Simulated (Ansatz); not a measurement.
System: interstitial O in wurtzite GaN (charge state -2). The step: O moves alone to another site; the atom moves 3.22 Å along (1.00, 1.00, 0.00) of the unit cell; the moving atom starts with neighbours 3 Ga at 1.90; N at 2.38, 2 N at 2.39 Å and ends with 3 Ga at 1.90; 2 N at 2.39, N at 2.39 Å. A PBE band in Ansatz (plane-wave PAW, one k-point at (0.125, 0.250, 0.250), 72 host sites, 136 SCF runs with any check of the saddle's order, static, no finite-size correction) gives a forward barrier of 2.13 eV. The check of the saddle point's order was inconclusive. The charge state is imposed; whether it is stable for some Fermi level was not computed. Sites that were not tried may lie lower.

Single points at the band's start and saddle point can refine it. Rough cost of one point, in units of the band's mean SCF on the same machine:

```tsv
Level	Cost of one point
PBE, a 2×2×2 k-point mesh shifted by half a step along c	about 5
r2SCAN at 500 eV, one k-point at (0.125, 0.250, 0.250)	about 2
```

Which of these move the barrier by more than 0.1 eV, and how far does each move it?

Not one does. PBE, a 2×2×2 k-point mesh shifted by half a step along c: 0.00 eV; r2SCAN at 500 eV, one k-point at (0.125, 0.250, 0.250): +0.06 eV. Each functional is compared with PBE at the same k-points.

Ansatz is an electronic-structure program.
